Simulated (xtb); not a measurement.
xtb 6.7.1, GFN2-xTB: Ba(OH)(OMe)(tmeda) (C[O][Ba]1([OH])<-[N](C)(C)CC[N]->1(C)C), 32 atoms. The geometry is a generated start, not checked to be a minimum at this level.

```
Property                  Result
-----------------  -------------
run flags                 --grad
method                  GFN2-xTB
--acc                1 (default)
--etemp (K)        300 (default)
basis functions               74
valence electrons             72
```

One run each on 1 thread. Values of broydamp tried: 0.02, 0.05, 0.1, 0.2, 0.4 (default), 0.6, 0.8, 1.

How does the count of SCC iterations change with broydamp, and where is it least?

Fewest SCC iterations, within one of each other: 0.2 with 18, 0.4 (default) with 18, 0.6 with 19. The count rises to 47 at 1. All converge to one solution.

| broydamp | SCC iterations | end |
|---|---|---|
| 0.02 | 34 | same solution |
| 0.05 | 26 | same solution |
| 0.1 | 21 | same solution |
| 0.2 | 18 | same solution |
| 0.4 (default) | 18 | same solution |
| 0.6 | 19 | same solution |
| 0.8 | 25 | same solution |
| 1 | 47 | same solution |
